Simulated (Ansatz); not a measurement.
Base system: CuI in the zinc blende structure (space group F-43m, No. 216; a = 6.0228 Å).

Method: DFT with r2SCAN, PAW potentials and a 500 eV plane-wave cutoff in Ansatz (a first-principles code), no spin-orbit coupling.

Base values:

| Item | Value |
|---|---|
| Band gap | 1.67 eV |
| Shortest interatomic distance | 4.928 bohr |

Modification: cell and atoms relaxed at a pressure of 9 GPa.

**Question.** How does this affect the band gap?

**Answer.** The band gap grows by 0.47 eV, from 1.67 eV to 2.14 eV.

**Question.** Estimate the effect on the shortest interatomic distance.

**Answer.** The shortest interatomic distance decreases by 0.228 bohr, from 4.928 bohr to 4.700 bohr.

Spin-orbit coupling, missing from the scalar runs, can matter with I. Load acts through the strain it causes; cell and atoms are relaxed under it. No phonon test of stability was made. Tetrahedral semiconductors of this kind turn to denser phases somewhere between about 1 and 50 GPa; those were not computed, so compressed cells here can lie past the real transition. The final runs are not spin-polarised.
